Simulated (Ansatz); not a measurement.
A computed series for GeSb4Te7: pressure series

Take GeSb4Te7 (space group P-3m1, No. 164; a cell from a computed database, its experimental status unchecked) as the base.

```
CELL_PARAMETERS angstrom
      4.25697     0.00000     0.00000
     -2.12849     3.68665     0.00000
      0.00000     0.00000    23.39132
ATOMIC_POSITIONS crystal
  Ge 0.00000 0.00000 0.50000
  Sb 0.66667 0.33333 0.91589
  Sb 0.33333 0.66667 0.08411
  Sb 0.33333 0.66667 0.34388
  Sb 0.66667 0.33333 0.65612
  Te 0.33333 0.66667 0.84226
  Te 0.66667 0.33333 0.15774
  Te 0.00000 0.00000 0.72948
  Te 0.00000 0.00000 0.27052
  Te 0.66667 0.33333 0.42884
  Te 0.33333 0.66667 0.57116
  Te 0.00000 0.00000 0.00000
```

Cell and atoms are relaxed at each pressure.

Method: PBE-D3(BJ) (Ansatz, a quantum-chemistry and plane-wave program), no spin-orbit coupling.

```tsv
variant	c/a ratio	lattice parameter a	band gap
base	5.495	4.257 Å	0.08 eV
pressure −1 GPa	5.541	4.287 Å	0.16 eV
pressure 0.7 GPa	5.478	4.238 Å	zero
pressure 1.5 GPa	5.472	4.217 Å	zero
pressure 3 GPa	5.469	4.179 Å	zero
pressure 5 GPa	5.478	4.134 Å	zero
pressure 7.5 GPa	5.568	4.063 Å	zero
pressure 10 GPa	5.725	3.980 Å	zero
```

The mesh was chosen for an insulator and is coarse for the gapless case. Spin-orbit coupling, missing from the scalar runs, can matter with Sb and Te. Load acts through the strain it causes; cell and atoms are relaxed under it. Whether these cells are dynamically stable was not tested. Competing high-pressure phases were not computed. All final runs are without spin polarisation. Gaps under 0.05 eV, about the width of the smearing, are given as zero. The D3 term's C6 switches between coordination references near this geometry, which can add small steps to energies. The zero or small gap of GeSb4Te7 can change with the level of theory.
